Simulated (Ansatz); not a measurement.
## A computed series for Pd: response to strain

Base system: Pd in the fcc (Cu type) structure (space group Fm-3m, No. 225; a = 3.878 Å; relaxed with 0.1 eV smearing). Axes: x, y, z lie along the cube axes.

Strains are applied to the cell and any free atomic positions relax; under biaxial strain the out-of-plane vector relaxes too.

The values are results of Kohn–Sham DFT with the PBEsol functional, run in Ansatz (a quantum-chemistry and plane-wave program) with PAW and 420 eV plane waves, spin-orbit coupling left out, earlier PAW set, not measurements.

Candidates:
(a) isotropic strain +4.47 %
(b) tensor shear ε_yz = −0.60 %
(c) biaxial strain +2.31 %, plane normal [111], relaxed out of plane
(d) biaxial strain +4.20 %, plane normal [110], relaxed out of plane

Notes on the quantities. energy relative to the base: free energy F.

**Question.** Order them by energy relative to the base, highest first.

**Answer.** (a) isotropic strain +4.47 % (+137 meV/atom), (d) biaxial strain +4.20 %, plane normal [110], relaxed out of plane (+47 meV/atom), (c) biaxial strain +2.31 %, plane normal [111], relaxed out of plane (+15 meV/atom), (b) tensor shear ε_yz = −0.60 % (+0.6 meV/atom)

A biaxial case was relaxed in a doubled cell and then solved in the primitive one. No phonon test of stability was made. The final runs are not spin-polarised. Pd lies near a magnetic instability that expansion can trigger; it was not tested.
